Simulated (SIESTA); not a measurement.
Band structure of LiBr (Fm-3m, 2 atoms in the cell).

```
CELL_PARAMETERS angstrom
      0.00000     2.75000     2.75000
      2.75000     0.00000     2.75000
      2.75000     2.75000     0.00000
ATOMIC_POSITIONS crystal
  Li 0.00000 0.00000 0.00000
  Br 0.50000 0.50000 0.50000
```

Level of theory: GGA PBE, numerical atomic orbitals DZP, PseudoDojo PBE standard norm-conserving potentials (rewritten from UPF to PSML) run with SIESTA.

Settings: XC.functional = GGA; XC.authors = PBE; potentials = PseudoDojo PBE standard; PAO.BasisSize = DZP; PAO.EnergyShift = 0.005 Ry; MeshCutoff = 300 Ry; kgrid.MonkhorstPack = 10 10 10; OccupationFunction = FD; ElectronicTemperature = 580.23 K; PAO.Polarization.NonPerturbative = true; MaxSCFIterations = 150; SCF.Mixer.Method = Pulay; SCF.Mixer.Weight = 0.1; SCF.Mixer.History = 6.

The starting cell has typed, rounded lattice constants, without a prior relaxation at this level. Values carry the incompleteness of an atom-centred basis.

### Question
Predict the gap along the standard path and the places of the band edges.

### Answer
The gap along the path is 5.19 eV, direct at Γ to within 0.01 eV.

Levels in eV from the top of the valence band on the path, bands 2 to 6:
| point | 2 | 3 | 4 | 5 | 6 |
|---|---|---|---|---|---|
| Γ | -13.44 | 0.00 | 0.00 | 0.00 | 5.19 |
| X | -12.75 | -2.92 | -1.15 | -1.15 | 6.46 |
| W | -12.76 | -2.16 | -2.16 | -1.13 | 8.32 |
| K | -12.78 | -2.51 | -1.85 | -0.87 | 6.94 |
| L | -12.95 | -2.90 | -0.26 | -0.26 | 5.87 |
| U | -12.78 | -2.51 | -1.85 | -0.87 | 6.94 |

Higher empty bands are left out: an atom-centred basis made for the valence describes them poorly.
